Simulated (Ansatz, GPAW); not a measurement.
CdAg3 (R-3m, 4 atoms in the cell) computed with different codes at matched settings

Self-consistent single point.

```
CELL_PARAMETERS angstrom
      1.48395     0.85676     9.49477
     -1.48395     0.85676     9.49477
      0.00000    -1.71351     9.49477
ATOMIC_POSITIONS crystal
  Cd 0.00000 0.00000 0.00000
  Ag 0.75187 0.75187 0.75187
  Ag 0.24813 0.24813 0.24813
  Ag 0.50000 0.50000 0.50000
```

Shared settings, as Ansatz (an electronic-structure program) writes them: kpoints.mp_grid.grid = 5 5 5; scf.occupations.method = fermi_dirac; scf.occupations.width = 0.136 eV. Potentials and cutoffs stand in the table.

| code | model | pressure (GPa) | largest force (eV/Å) | cutoff |
|---|---|---|---|---|
| GPAW | LDA (Perdew-Wang 92), GPAW PAW datasets LDA (gpaw-data 1.0.1) | -8.31 | 0.011 | 600 eV |
| Ansatz | LDA (PW92), PAW files made with PBE | -8.17 | 0.018 | default |

The spread over the programs that give each value: pressure within 0.14 GPa; largest force within 0.007 eV/Å.

Ansatz's pressure is given at a fixed set of plane waves, as the other plane-wave codes print theirs; with its correction for the finite basis it is -8.14 GPa.

On the base mesh (8 8 8) the same programs gave: Ansatz pressure -7.80 GPa; GPAW pressure -7.86 GPa.

The values differ from the base mesh's, so the mesh still matters here: the table compares the programs at equal settings.

The starting cell comes from a database of computed structures (which also holds hypothetical and non-ambient phases and stackings), without a prior relaxation at this level.

Left out of this page: CP2K (on another mesh).

Keys are those of Ansatz 0.2.
